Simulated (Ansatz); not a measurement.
# Rock-salt MnO (model structure)

These are PBE0 (plane waves, PAW; Ansatz, a program for electronic structure) values and carry that method's errors.

Settings: plane-wave cutoff 500 eV, 10×10×10 k mesh, Fermi–Dirac smearing 0.05 eV, ferromagnetic start, spin-polarised with parallel moments, scalar-relativistic PAW data made under PBE.

Cell (relaxed with r²SCAN):

MnO is taken in the cubic space group Fm-3m (No. 225), the rock salt structure, Pearson symbol cF8. Conventional cell: a = b = c = 4.450 Å, α = β = γ = 90.00°. Mn on 4a is coordinated by 6 O at 2.225 Å (octahedral). O on 4b has 6 Mn at 2.225 Å (octahedral). (Neighbours: up to the widest gap in distance over summed covalent radii, below 1.35, at either atom; cation-cation and far metal-metal contacts left out.)
(The calculation used a cell of 4 atoms; values per cell refer to that cell.)

For rock-salt MnO (model structure), the band gap is 1.95 eV (on the SCF k mesh).

Note: exact exchange on metals is sensitive to the k mesh and can open a false gap; the magnetic order was assumed, not searched for or taken from measurement; cell and atoms aren't relaxed at this level (pressure 0.6 GPa).

Computed values are for the static lattice.

Computing time: around 20 core-minutes (rough).

A model structure was made by putting elements into a prototype or built by hand; here it ended with the formula and space group of a phase in our tables.
